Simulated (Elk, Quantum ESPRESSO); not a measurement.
A Quantum ESPRESSO input for a self-consistent single point of TaN (P6/mmm, 6 atoms in the cell) (DFT, PBEsol, plane waves, GBRV 1.5 ultrasoft (PBESOL) pseudopotentials):

```fortran
&control
  calculation = 'scf'
  prefix = 'scf'
  outdir = './tmp/'
  pseudo_dir = './'
  tprnfor = .true.
  tstress = .true.
/
&system
  ibrav = 4
  A = 5.27683441
  C = 2.93891100
  nat = 6
  ntyp = 2
  ecutwfc = 40
  ecutrho = 320
  occupations = 'smearing'
  smearing = 'gaussian'
  degauss = 0.0073499
/
&electrons
  conv_thr = 1e-10
  mixing_beta = 0.7
/
ATOMIC_SPECIES
Ta   180.9479  ta_pbesol_v1.uspp.F.UPF
N     14.0070  n_pbesol_v1.2.uspp.F.UPF
ATOMIC_POSITIONS crystal
Ta    0.00000000    0.00000000    0.00000000
Ta    0.66666667    0.33333333    0.50000000
Ta    0.33333333    0.66666667    0.50000000
N     0.00000000    0.50000000    0.00000000
N     0.50000000    0.00000000    0.00000000
N     0.50000000    0.50000000    0.00000000
K_POINTS automatic
6 6 9  0 0 0
```

Problem. Write the same calculation as an input for Elk.

Solution. One input that does it (others would too):

```
tasks
  0

xctype
  22

tforce
  .true.

rgkmax
  7.5

gmaxvr
  18.0

lmaxapw
  10

lmaxo
  8

nxlo
  2

lorbcnd
  .true.

lradstp
  2

nrmtscf
  2.0

rmtscf
  0.81

lmaxi
  4

stype
  0

swidth
  0.00367493

maxscl
  100

avec
    9.9717718337   -0.0000001783    0.0000000000
   -4.9858857624    8.6358078179    0.0000000000
    0.0000000000    0.0000000000    5.5537368947

atoms
  2
  'Ta.in'
  3
  0.0000000000  0.0000000000  0.0000000000    0.0 0.0 0.0
  0.6666666667  0.3333333333  0.5000000000    0.0 0.0 0.0
  0.3333333333  0.6666666667  0.5000000000    0.0 0.0 0.0
  'N.in'
  3
  0.0000000000  0.5000000000  0.0000000000    0.0 0.0 0.0
  0.5000000000  0.0000000000  0.0000000000    0.0 0.0 0.0
  0.5000000000  0.5000000000  0.0000000000    0.0 0.0 0.0

ngridk
  6 6 9
```

Basis, cutoffs, solver keys and any potentials are the target program's own. This input uses DFT, PBEsol, all-electron FP-LAPW, Elk's shipped species files, APW+lo basis with extra local orbitals.

The starting cell comes from a database of computed structures (which also holds hypothetical and non-ambient phases and stackings), without a prior relaxation at this level. Its lattice was rescaled by a random factor within 2.5 % of one.
